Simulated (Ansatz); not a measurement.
The parent structure is KF in the rock salt structure (space group Fm-3m, No. 225; a = 5.307 Å). Axes: x, y, z lie along the cube axes.

The values are results of Ansatz (a program for electronic structure) PBEsol, spin-orbit coupling left out, not measurements.

Strains are applied to the cell and any free atomic positions relax.

One change was made to it. Results:

| quantity | base | after |
|---|---|---|
| valence-band top at Γ (three highest levels, from the VBM) | 0.00, 0.00, 0.00 eV | 0.00, 0.00, -0.02 eV |
| energy relative to the base (free energy F) | 0 meV/atom | +0.9 meV/atom |
| pressure (mean of the normal stresses, compression positive) | -0.1 kbar | -4.6 kbar |

Task: What was done to the base?
A. uniaxial strain ε_zz = +3.00 %
B. uniaxial strain ε_zz = +1.50 %
C. uniaxial strain ε_zz = −1.50 %

Result: B, uniaxial strain ε_zz = +1.50 %. For comparison, the valence-band top at Γ in the other runs: uniaxial strain ε_zz = +3.00 % gives 0.00, 0.00, -0.04 eV; uniaxial strain ε_zz = −1.50 % gives 0.00, -0.03, -0.03 eV.

The levels and masses belong to the bands next to the band gap. Stability against distortions was not tested.
